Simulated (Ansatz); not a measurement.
Output of an Ansatz run (abridged):

```
WARN ansatz: RAYON_NUM_THREADS=1 ignored (pool sized by the plan → 1); use --threads N
Pseudopotentials: kind: paw
Pseudopotential: Si, paw, valence charge 4
Pseudopotential: N, paw, valence charge 5
Crystal: 14 atoms, lattice volume = 122.755 Å³
Basis set: ecut = 420 eV, 2421 PW (Γ)
Bands: 46, of which v1, the nominal top of the filled ones, is band 32 counted from 1 (31 counted from 0)
Symmetry: 48 space group operations
Space group: Fd-3m (ITA 227), of the structure as read, at distance tolerance 5.0e-5 Å
k-points: 16 of 216
PAW frozen core: Si, regenerated for the run's functional, and the local potential with it
PAW frozen core: N, regenerated for the run's functional, and the local potential with it
Initial density: superposition of atomic densities (neutral atoms: chi_scale 0, normalization atom), corrected by the library's trained network
Initial wavefunctions: pseudopotential atomic-orbital guess
Eigensolver: davidson
Functional: x = slater, c = lda
SCF iter   1: F=—  HF=-6658.590759 eV  |F-HF|=—  |Δ(HF+E_count)|=         —  Δρ=1.16e-2  dr2=1.74e-1  ethr=1.77e-3  ⟨swp⟩=10.1  Hψ=4165  notcnv=0  defer=12
all-band conjugate gradients solve this SCF's bands
preconditioner: auto → Resta (q_TF=auto, 2.448 Å⁻¹)
SCF iter   2: F=—  HF=-6658.534134 eV  |F-HF|=—  |Δ(HF+E_count)|=   5.66e-2  S|Δr|=    0.00e0  Δρ=4.13e-3  dr2=1.41e-2  ethr=2.71e-4  ⟨swp⟩=2.5  Hψ=1351  notcnv=0  defer=38
SCF iter   3: F=—  HF=-6658.529968 eV  |F-HF|=—  |Δ(HF+E_count)|=   4.17e-3  S|Δr|=    0.00e0  Δρ=1.67e-3  dr2=1.74e-3  ethr=2.21e-5  ⟨swp⟩=2.4  Hψ=1004  notcnv=0  defer=38
SCF iter   4: F=—  HF=-6658.529342 eV  |F-HF|=—  |Δ(HF+E_count)|=   6.26e-4  S|Δr|=    0.00e0  Δρ=1.92e-4  dr2=2.36e-5  ethr=2.72e-6  ⟨swp⟩=2.3  Hψ=1113  notcnv=0  defer=38
SCF iter   5: F=—  HF=-6658.529340 eV  |F-HF|=—  |Δ(HF+E_count)|=   2.08e-6  S|Δr|=    0.00e0  Δρ=2.65e-5  dr2=4.94e-7  ethr=3.69e-8  ⟨swp⟩=2.0  Hψ=1111  notcnv=0  defer=38
SCF iter   6: F=-6658.529340 eV  HF=-6658.529340 eV  |F-HF|=6.66e-10  |Δ(HF+E_count)|=   8.88e-8  S|Δr|=    0.00e0  Δρ=2.70e-6  dr2=8.44e-9  ethr=1.56e-10  ⟨swp⟩=11.9  Hψ=3722  notcnv=0
SCF 1 converged in 6 iterations: F = -6658.529340 eV  dr2 = 8.44e-9
SCF converged after 6 iterations
Stability not checked (fill_not_monotonic)
Free energy (F): -6658.529340 eV
Harris-Foulkes:  -6658.529340 eV  (|F-HF|=6.66e-10)
Internal energy: -6658.529340 eV  (E = F + TS)
E sigma→0 (E₀):  -6658.529340 eV
Fermi energy:    11.692746 eV
Step filling:    the computed levels leave a gap of 3.1745 eV = 31.7 smearing widths
--- Per-component energies (eV) ---
  E_band       = 227.648321
  E_kinetic    = 1343.727530
  E_local      = -1598.607007  (includes V_loc(G=0)·N_el)
  E_nonlocal   = 517.234869
  E_hartree    = 528.979502
  E_xc         = -819.756486
  E_vxc        = -911.834983  (∫ρ·V_xc dr)
  E_paw        = -3863.564093  (= ΣΔE_a)
  E_vpaw       = -180.832615  (= ΣTr[D̂ρ^β])
  E_aug_tail   = 0.000777  (compensation charges beyond the density's cutoff)
  E_ewald      = -2767.690769
  E_core_change = 1.146337  (= ΣΔE_core)
  E_smearing   = 0.000000  (= −TS)
  E_closure    = -0.000000  (closes the sum)
  Σ components = -6658.529340   (vs F -6658.529340, Δ=0.00e0)
--- Forces (eV/Å), atoms counted from 1 ---
  atom   1  Si    -0.00000000     0.00000000     0.00000000
  atom   2  Si    -0.00000000     0.00000000    -0.00000000
  atom   3  Si    -0.00000000     0.00000000     0.00000000
  atom   4  Si    -0.00000000    -0.00000000     0.00000000
  atom   5  Si     0.00000000     0.00000000     0.00000000
  atom   6  Si     0.00000000    -0.00000000    -0.00000000
  atom   7  N      1.35160116     1.35160116     1.35160116
  atom   8  N      1.35160116    -1.35160116    -1.35160116
  atom   9  N     -1.35160116     1.35160116    -1.35160116
  atom  10  N     -1.35160116    -1.35160116     1.35160116
  atom  11  N     -1.35160116    -1.35160116    -1.35160116
  atom  12  N     -1.35160116     1.35160116     1.35160116
  atom  13  N      1.35160116    -1.35160116     1.35160116
  atom  14  N      1.35160116     1.35160116    -1.35160116
  max |Σ_I F_I| component: 1.33e-15 eV/Å
--- Stress (GPa, compression-positive) ---
      -16.919512       0.000000       0.000000
        0.000000     -16.919512       0.000000
       -0.000000       0.000000     -16.919512
  P = ⅓ Tr σ = -16.9195 GPa (-169.195 kbar)
  The stress holds the Pulay correction. Without it, at fixed plane waves, as pw.x and ABINIT print it: P = -17.7598 GPa
--- Band table (eV; the first three rows and the last of 16) ---
  k-point 0: bands = ["-8.3210", "-5.2274", "-4.0166", "-4.0166", "-4.0166", "-3.1627", "-3.1627", "-3.1627", "0.0510", "1.1356", "1.4971", "1.4971", "1.4971", "3.0728", "3.0728", "6.1542", "6.1542", "6.1542", "7.8190", "7.8190", "7.8190", "8.5012", [...]
  k-point 1: bands = ["-8.1849", "-5.4074", "-4.3465", "-3.9984", "-3.9984", "-3.2481", "-3.2481", "-3.1793", "0.3991", "1.3064", "1.6747", "1.6747", "2.1409", "3.3206", "3.3206", "5.6426", "6.0725", "6.0725", "7.4264", "7.4264", "7.8939", "7.9111", [...]
  k-point 2: bands = ["-7.8079", "-6.0202", "-4.6238", "-3.9376", "-3.9376", "-3.4385", "-3.4385", "-3.3327", "1.0769", "1.9873", "2.1680", "2.1680", "3.3844", "3.7200", "3.7200", "4.8717", "5.8221", "5.8221", "6.5777", "7.0355", "7.0355", "7.8171", [...]
  k-point 15: bands = ["-6.7985", "-6.7985", "-5.0840", "-5.0840", "-3.7504", "-3.7504", "-3.0546", "-3.0546", "2.4256", "2.4256", "3.4903", "3.4903", "4.0151", "4.0151", "4.7209", "4.7209", "5.0325", "5.0325", "5.8087", "5.8087", "6.5444", [...]
```

The structure:

```
CELL_PARAMETERS angstrom
      0.00000     3.94460     3.94460
      3.94460     0.00000     3.94460
      3.94460     3.94460     0.00000
ATOMIC_POSITIONS crystal
  Si 0.12500 0.12500 0.12500
  Si 0.62500 0.12500 0.12500
  Si 0.12500 0.62500 0.12500
  Si 0.12500 0.12500 0.62500
  Si 0.75000 0.75000 0.75000
  Si 0.50000 0.50000 0.50000
  N  0.36260 0.36260 0.36260
  N  0.91220 0.36260 0.36260
  N  0.36260 0.91220 0.36260
  N  0.36260 0.36260 0.91220
  N  0.88740 0.88740 0.88740
  N  0.33780 0.88740 0.88740
  N  0.88740 0.33780 0.88740
  N  0.88740 0.88740 0.33780
```

Problem. Reconstruct the input of this run.

Solution. Other spellings and defaults could give the same log, and not every line can be read from it. The input that was run (DFT, LDA (PW92), plane waves, default PAW files made with PBE):

Ansatz 0.2 input:
```yaml
crystal:
  lattice:
    - [0.000000, 3.944604, 3.944604]
    - [3.944604, 0.000000, 3.944604]
    - [3.944604, 3.944604, 0.000000]
  atoms:
    - { symbol: Si, position: [0.125000, 0.125000, 0.125000] }
    - { symbol: Si, position: [0.625000, 0.125000, 0.125000] }
    - { symbol: Si, position: [0.125000, 0.625000, 0.125000] }
    - { symbol: Si, position: [0.125000, 0.125000, 0.625000] }
    - { symbol: Si, position: [0.750000, 0.750000, 0.750000] }
    - { symbol: Si, position: [0.500000, 0.500000, 0.500000] }
    - { symbol: N, position: [0.362600, 0.362600, 0.362600] }
    - { symbol: N, position: [0.912200, 0.362600, 0.362600] }
    - { symbol: N, position: [0.362600, 0.912200, 0.362600] }
    - { symbol: N, position: [0.362600, 0.362600, 0.912200] }
    - { symbol: N, position: [0.887400, 0.887400, 0.887400] }
    - { symbol: N, position: [0.337800, 0.887400, 0.887400] }
    - { symbol: N, position: [0.887400, 0.337800, 0.887400] }
    - { symbol: N, position: [0.887400, 0.887400, 0.337800] }
basis:
  ecutwfc: 420.0
kpoints:
  mp_grid: { grid: [6, 6, 6] }
hamiltonian:
  xc: lda
  pseudopotentials: { kind: paw }
scf:
  occupations: { method: methfessel_paxton, width: 0.1 }
output:
  forces: true
  eigenvalues: true
  stress: true
```

The starting cell was generated: these elements placed on a structure prototype, without a prior relaxation; it need not be a known phase or ordering of this composition. With a pressure of about -17 GPa the cell is away from its equilibrium volume at this level. Forces in this geometry exceed 1 eV/Å. Ansatz's pressure includes its estimate of the finite-basis (Pulay) stress. Without the estimate this run gives -17.76 GPa.

Ansatz is a program for electronic structure.
